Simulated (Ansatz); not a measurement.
Take TiO2 in the rutile structure (space group P4_2/mnm, No. 136; a = 4.5967 Å, c = 2.9537 Å) as the base. Axes: x, y, z lie along a, b, c of the conventional cell.

Modification: biaxial strain −1.19 %, plane normal [001], relaxed out of plane (Cartesian); in-plane vectors clamped, the third vector and the atoms free.

The values are results of r2SCAN (Ansatz, a quantum-chemistry and plane-wave program), spin-orbit coupling left out, not measurements.

Base, band edges from the VBM (valence, conduction): A -0.71, 2.94; M -1.11, 2.26; R -1.08, 2.27; X -0.77, 2.90; Z -1.47, 3.31; Γ 0.00, 2.22 eV.

Question: Give the band edges at the high-symmetry points of the new zone, measured from its valence-band maximum.

Answer: 
```csv
point,valence edge (eV),conduction edge (eV)
Γ,0.00,2.22
X,-0.80,2.93
M,-1.12,2.28
Z,-1.49,3.36
R,-1.13,2.27
A,-0.70,2.97
```

The gap is 2.22 eV, direct at Γ.

Whether these cells are dynamically stable was not tested. The final runs are not spin-polarised.
